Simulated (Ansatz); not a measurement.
Start from InAs in the zinc blende structure (space group F-43m, No. 216; a = 6.186 Å).

Level of theory: PBE/PAW in Ansatz (an electronic-structure program), no SOC.

For the base:

| Property | Value |
|---|---|
| Pressure | 0.0 GPa |
| Band gap | zero |

One thing is altered: an isotropic linear strain of +2.50 %; the atoms relax in the strained cell.

### Question
What happens to the pressure and band gap?

### Answer
The pressure goes from zero to -3.0 GPa; the band gap stays zero.

A case with no gap was solved on a k-mesh chosen for an insulator, which is coarse for it. Whether these cells are dynamically stable was not tested. The final runs are not spin-polarised. The zero or small gap of InAs can change with the level of theory.
